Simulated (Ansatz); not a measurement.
Checking a run of Ansatz (an electronic-structure program) on NiIr2 (Fd-3m, 6 atoms in the cell). The aim is a self-consistent single point with DFT, LDA (PW92), plane waves, default PAW files made with PBE.

The input file:

Ansatz 0.2 input:
```yaml
# NiIr2
crystal:
  lattice:
    - [0.000000, 3.651129, 3.651129]
    - [3.651129, 0.000000, 3.651129]
    - [3.651129, 3.651129, 0.000000]
  atoms:
    - { symbol: Ir, position: [0.125000, 0.125000, 0.125000] }
    - { symbol: Ir, position: [0.625000, 0.125000, 0.125000] }
    - { symbol: Ir, position: [0.125000, 0.625000, 0.125000] }
    - { symbol: Ir, position: [0.125000, 0.125000, 0.625000] }
    - { symbol: Ni, position: [0.750000, 0.750000, 0.750000] }
    - { symbol: Ni, position: [0.500000, 0.500000, 0.500000] }
kpoints:
  mp_grid: { grid: [8, 8, 8] }
hamiltonian:
  xc: lda
  pseudopotentials: { kind: paw }
scf:
  occupations: { method: methfessel_paxton, width: 0.0147 Ry }
output:
  forces: true
  eigenvalues: true
  stress: true
```

Log, with long lists cut:

```
WARN basis.ecutwfc = 420 eV, the default
WARN ansatz: RAYON_NUM_THREADS=1 ignored (pool sized by the plan → 1); use --threads N
Pseudopotentials: kind: paw
Pseudopotential: Ir, paw, valence charge 17
Pseudopotential: Ni, paw, valence charge 18
Crystal: 6 atoms, lattice volume = 97.345 Å³
Basis set: ecut = 420 eV, 1917 PW (Γ)
Bands: 63, of which v1, the nominal top of the filled ones, is band 52 counted from 1 (51 counted from 0)
Symmetry: 48 space group operations
Space group: Fd-3m (ITA 227), of the structure as read, at distance tolerance 4.6e-5 Å
k-points: 29 of 512
PAW frozen core: Ir, regenerated for the run's functional, and the local potential with it
PAW frozen core: Ni, regenerated for the run's functional, and the local potential with it
Initial density: superposition of atomic densities (neutral atoms: chi_scale 0, normalization atom), corrected by the library's trained network
Initial wavefunctions: pseudopotential atomic-orbital guess
Eigensolver: davidson
Functional: x = slater, c = lda
SCF iter   1: F=—  HF=-58194.398177 eV  |F-HF|=—  |Δ(HF+E_count)|=         —  Δρ=1.15e-2  dr2=7.34e-2  ethr=1.77e-3  ⟨swp⟩=5.2  Hψ=5916  notcnv=0
all-band conjugate gradients solve this SCF's bands
preconditioner: auto → Kerker (q_TF=auto, 2.759 Å⁻¹)
SCF iter   2: F=—  HF=-58194.382370 eV  |F-HF|=—  |Δ(HF+E_count)|=   1.58e-2  S|Δr|=    0.00e0  Δρ=4.39e-3  dr2=3.17e-2  ethr=7.05e-5  ⟨swp⟩=2.4  Hψ=3064  notcnv=0
   [... lines left out ...]
SCF iter   6: F=—  HF=-58194.377077 eV  |F-HF|=—  |Δ(HF+E_count)|=   2.32e-6  S|Δr|=    0.00e0  Δρ=4.92e-5  dr2=2.93e-6  ethr=2.35e-9  ⟨swp⟩=2.0  Hψ=3265  notcnv=0
SCF iter   7: F=—  HF=-58194.377077 eV  |F-HF|=—  |Δ(HF+E_count)|=   8.38e-8  S|Δr|=    0.00e0  Δρ=1.48e-5  dr2=1.29e-7  ethr=2.35e-9  ⟨swp⟩=1.0  Hψ=1744  notcnv=0
SCF iter   8: F=-58194.377077 eV  HF=-58194.377077 eV  |F-HF|=4.98e-8  |Δ(HF+E_count)|=   1.04e-8  S|Δr|=    0.00e0  Δρ=5.85e-6  dr2=6.15e-8  ethr=9.62e-11  ⟨swp⟩=8.2  Hψ=6200  notcnv=0
SCF 1 converged in 8 iterations: F = -58194.377077 eV  dr2 = 6.15e-8
Stability not checked (fill_not_monotonic)
Free energy (F): -58194.377077 eV
Internal energy: -58194.370892 eV  (E = F + TS)
E sigma→0 (E₀):  -58194.375531 eV
Entropy (-TS):   -0.006184 eV (-1.031 meV/atom)
Fermi energy:    17.489898 eV
--- Forces (eV/Å), atoms counted from 1 ---
  atom   1  Ir     0.00000000    -0.00000000     0.00000000
   [... zero for the other atoms too ...]
--- Stress (GPa, compression-positive) ---
      -21.675743       0.000000       0.000000
        0.000000     -21.675743       0.000000
        0.000000       0.000000     -21.675743
  P = ⅓ Tr σ = -21.6757 GPa (-216.757 kbar)
  The stress holds the Pulay correction. Without it, at fixed plane waves, as pw.x and ABINIT print it: P = -21.7169 GPa
```

Question: Can these results be used? Check the input.

Answer: The run is not sound. The fault is no spin polarisation for a cell with magnetic atoms. A run without spin cannot form moments, so any exchange energy of the magnetic state is missed. To fix it, switch spin polarisation on and give starting moments. The run converged in 8 iterations without an error; against the sound input the free energy rises by 20.0 meV/atom, the pressure goes from -19.95 to -21.68 GPa and the net moment of 0.70 μB/atom is absent without spin.

An input that runs soundly differs in these lines (not the only fix; some lines may just follow from the change or write a value another way):
```diff
-    - { symbol: Ni, position: [0.750000, 0.750000, 0.750000] }
-    - { symbol: Ni, position: [0.500000, 0.500000, 0.500000] }
+    - { symbol: Ni, position: [0.750000, 0.750000, 0.750000], spin: 2.0 }
+    - { symbol: Ni, position: [0.500000, 0.500000, 0.500000], spin: 2.0 }
+magnetization:
+  spin_polarized: true
```

With that input, the run converged in 21 iterations: free energy E − TS (on the zero of these files) -58194.4971 eV; Fermi level (on the code's own zero) 17.55 eV; pressure -19.95 GPa; size of the cell's spin moment 4.23 μB (DFT, LDA (PW92), plane waves, default PAW files made with PBE).

On the sound input: the starting cell was generated: these elements placed on a structure prototype, without a prior relaxation; it need not be a known phase or ordering of this composition. Spin-orbit coupling is off. The magnetic order is the one reached from the typed start; others were not searched systematically. With a pressure of about -20 GPa the cell is away from its equilibrium volume at this level. Ansatz's pressure includes its estimate of the finite-basis (Pulay) stress.
